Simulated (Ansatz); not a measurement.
**Habitual settings against a tight run: Mn3GaC (Pm-3m, 5 atoms in the cell)**

Self-consistent single point.

```yaml
crystal:
  lattice:
    - [3.98072, 0.00000, 0.00000]
    - [0.00000, 3.98072, 0.00000]
    - [0.00000, 0.00000, 3.98072]
  atoms:
    - { symbol: Mn, position: [0.00000, 0.50000, 0.50000], spin: 4.0 }
    - { symbol: Mn, position: [0.50000, 0.00000, 0.50000], spin: 4.0 }
    - { symbol: Mn, position: [0.50000, 0.50000, 0.00000], spin: 4.0 }
    - { symbol: Ga, position: [0.00000, 0.00000, 0.00000] }
    - { symbol: C, position: [0.50000, 0.50000, 0.50000] }
```
(The spins are starting values, not results.)

Computed with PBEsol, default PAW files made with PBE (plane waves; Ansatz, an electronic-structure program).

Base settings: basis.ecutwfc = 420 eV; kpoints.mp_grid.grid = 6 6 6; hamiltonian.xc = pbesol; hamiltonian.pseudopotentials = {kind: paw} (the program's default PAW files); magnetization.spin_polarized = true; scf.occupations.method = cold; scf.occupations.width = 0.2 eV.

Tight run (finer mesh or higher cutoff; not a proven limit): basis.ecutwfc: 420 eV → 590 eV; kpoints.mp_grid.grid: 6 6 6 → 9 9 9; scf.convergence.dr2_threshold: default (1e-07 eV) → 1e-09 eV. It gave Fermi level (on the code's own zero) 14.33 eV; pressure -21.73 GPa; size of the cell's spin moment 6.42 μB.

Quick runs, as changes from the base:
- A: the base itself
- B: basis.ecutwfc: 420 eV → 250 eV; kpoints.mp_grid.grid: 6 6 6 → 3 3 3; kpoints.mp_grid.shift: default → 0.5 0.5 0.5
- C: basis.ecutwfc: 420 eV → 295 eV; kpoints.mp_grid.grid: 6 6 6 → 8 8 8; scf.convergence.dr2_threshold: default (1e-07 eV) → 0.0001 eV

Energies are extrapolated to zero smearing width, which holds to low order in the width alone.

The count of work is k-points × plane waves × bands × iterations; it is no time. 

Pressures in the table are Ansatz's without its Pulay estimate, at a fixed set of plane waves; the tight run's value above holds the estimate.

The starting cell comes from a database of computed structures (which also holds hypothetical and non-ambient phases and stackings), without a prior relaxation at this level. Its lattice was rescaled by a random factor within 2.5 % of one. The magnetic order is the one reached from the typed start; others were not searched systematically. The program warned that, by what it read of turns of the moments, another magnetic order lies lower. In the base run, with a pressure of about -22 GPa the cell is away from its equilibrium volume at this level.

```csv
run,energy less tight (meV/atom),pressure less tight (GPa),count of work / tight
A,1.3,-0.18,0.32
B,1168.9,-93.93,0.053
C,197.0,-20.36,0.23
```

Among the runs at the tight run's level, the energy misses run from 1.3 to 1168.9 meV/atom.

Left out of this page: 3 runs of the series outside the window shown, repeating another row's setting, or not comparable.

Keys are those of Ansatz 0.2.
